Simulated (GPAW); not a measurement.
Band structure of LiCl (Fm-3m, 2 atoms in the cell).

```
CELL_PARAMETERS angstrom
      0.00000     2.57000     2.57000
      2.57000     0.00000     2.57000
      2.57000     2.57000     0.00000
ATOMIC_POSITIONS crystal
  Li 0.00000 0.00000 0.00000
  Cl 0.50000 0.50000 0.50000
```

Method of the run: PBE, GPAW PAW datasets PBE (gpaw-data 1.0.1) (plane waves; GPAW).

Settings: mode = pw; ecut = 500 eV; xc = PBE; kpts = 8 8 8; mesh shift (steps) = 0 0 0; occupations.name = fermi-dirac; occupations.width = 0.01 eV; nbands = -4; convergence.density = 1e-05 e/electron; convergence.energy = 1e-05 eV/electron; convergence.bands = -2; symmetry.symmorphic = false; symmetry.tolerance = 0.0005; maxiter = 150.

The starting cell has typed, rounded lattice constants, without a prior relaxation at this level.

Question: Predict the gap along the standard path and the places of the band edges.

Answer: The gap along the path is 6.28 eV, direct at Γ to within 0.01 eV.

Levels in eV from the top of the valence band on the SCF mesh, bands 1 to 8:
```tsv
point	1	2	3	4	5	6	7	8
Γ	-13.38	0.00	0.00	0.00	6.29	11.82	11.82	11.82
X	-12.57	-2.86	-1.09	-1.09	7.81	8.28	12.39	14.09
W	-12.58	-2.10	-2.10	-1.05	9.45	10.08	10.38	10.38
K	-12.60	-2.45	-1.76	-0.82	8.03	9.87	11.38	11.67
L	-12.81	-2.79	-0.25	-0.25	6.73	9.43	9.43	12.90
U	-12.60	-2.45	-1.76	-0.82	8.03	9.87	11.38	11.67
```
